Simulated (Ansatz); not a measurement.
Input and output of a self-consistent single point for SrHI (P4mm, 6 atoms in the cell) (Ansatz, a quantum-chemistry and plane-wave program).

Method: PBEsol, default PAW files made with PBE (plane waves; Ansatz).

The change in words: lattice scaled by 0.98; basis.ecutwfc: 30.9 Ry → 54 Ry. Reference geometry:
```
CELL_PARAMETERS angstrom
      4.30244     0.00000     0.00000
      0.00000     4.30244     0.00000
      0.00000     0.00000     9.12510
ATOMIC_POSITIONS crystal
  Sr 0.00000 0.50000 0.15016
  Sr 0.50000 0.00000 0.85532
  H  0.50000 0.50000 0.00000
  H  0.00000 0.00000 0.00000
  I  0.00000 0.50000 0.68477
  I  0.50000 0.00000 0.31523
```

Reference input (self-consistent single point, DFT, PBEsol, plane waves, default PAW files made with PBE): basis.ecutwfc = 30.9 Ry; kpoints.mp_grid.grid = 5 5 2; hamiltonian.xc = pbesol; hamiltonian.pseudopotentials = {kind: paw} (the program's default PAW files); scf.occupations.method = fixed. This run's input differs from it in these lines:

Ansatz 0.2 input:
```diff
@@ -2,5 +2,5 @@
   lattice:
-    - [4.302439, 0.000000, 0.000000]
-    - [0.000000, 4.302439, 0.000000]
-    - [0.000000, 0.000000, 9.125103]
+    - [4.216390, 0.000000, 0.000000]
+    - [0.000000, 4.216390, 0.000000]
+    - [0.000000, 0.000000, 8.942601]
   atoms:
@@ -13,3 +13,3 @@
 basis:
-  ecutwfc: 30.9 Ry
+  ecutwfc: 54.0 Ry
 kpoints:
```

Output (repeated stretches shortened):

```
SCF iter   1: F=—  HF=-21887.519592 eV  |F-HF|=—  |Δ(HF+E_count)|=         —  Δρ=4.37e-3  dr2=3.24e-2  ethr=1.77e-3  ⟨swp⟩=6.7  Hψ=1696  notcnv=0  defer=44
all-band conjugate gradients solve this SCF's bands
preconditioner: auto → Resta (q_TF=auto, 2.293 Å⁻¹)
SCF iter   2: F=—  HF=-21887.513479 eV  |F-HF|=—  |Δ(HF+E_count)|=   6.11e-3  Δρ=1.97e-3  dr2=5.50e-3  ethr=5.79e-5  ⟨swp⟩=3.1  Hψ=767  notcnv=0  defer=48
SCF iter   3: F=—  HF=-21887.512821 eV  |F-HF|=—  |Δ(HF+E_count)|=   6.59e-4  Δρ=3.42e-4  dr2=2.53e-4  ethr=9.81e-6  ⟨swp⟩=3.0  Hψ=537  notcnv=0  defer=48
SCF iter   4: F=—  HF=-21887.512884 eV  |F-HF|=—  |Δ(HF+E_count)|=   6.36e-5  Δρ=1.22e-4  dr2=1.93e-5  ethr=4.51e-7  ⟨swp⟩=2.4  Hψ=586  notcnv=0  defer=48
SCF iter   5: F=—  HF=-21887.512837 eV  |F-HF|=—  |Δ(HF+E_count)|=   4.76e-5  Δρ=2.23e-5  dr2=8.18e-7  ethr=3.45e-8  ⟨swp⟩=2.4  Hψ=637  notcnv=0  defer=47
SCF iter   6: F=-21887.512837 eV  HF=-21887.512837 eV  |F-HF|=9.50e-8  |Δ(HF+E_count)|=   8.09e-7  Δρ=6.23e-6  dr2=6.78e-8  ethr=1.79e-10  ⟨swp⟩=19.3  Hψ=3288  notcnv=0
SCF 1 converged in 6 iterations: F = -21887.512837 eV  dr2 = 6.78e-8
Free energy (F): -21887.512837 eV
Internal energy: -21887.512837 eV  (E = F + TS)
E sigma→0 (E₀):  -21887.512837 eV
Fermi energy:    5.428132 eV
--- Forces (eV/Å), atoms counted from 1 ---
  atom   1  Sr     0.00000000     0.00000000    -0.17611829
  atom   2  Sr    -0.00000000     0.00000000     0.00938492
  atom   3  H      0.00000000     0.00000000     0.05755201
  atom   4  H      0.00000000     0.00000000     0.05755201
  atom   5  I      0.00000000     0.00000000    -0.05082026
  atom   6  I     -0.00000000     0.00000000     0.10245923
--- Stress (GPa, compression-positive) ---
        0.118100       0.000000       0.000000
        0.000000       0.118100       0.000000
        0.000000       0.000000      -0.274477
  P = ⅓ Tr σ = -0.0128 GPa (-0.128 kbar)
  The stress holds the Pulay correction. Without it, at fixed plane waves, as pw.x and ABINIT print it: P = -0.0133 GPa
```

The run converged in 6 iterations. Against the reference run the free energy drops by 9.9 meV/atom, the pressure goes from -1.63 to -0.01 GPa, the largest force goes from 0.200 to 0.176 eV/Å and the gap on the mesh goes from 3.409 to 3.279 eV.

The starting cell comes from a database of computed structures (which also holds hypothetical and non-ambient phases and stackings), without a prior relaxation at this level. Its lattice was rescaled by up to half a per cent. One atom was moved a little off its site on purpose. For this run, on top of that: lattice scaled by 0.98. Spin-orbit coupling is off. Ansatz's pressure includes its estimate of the finite-basis (Pulay) stress.
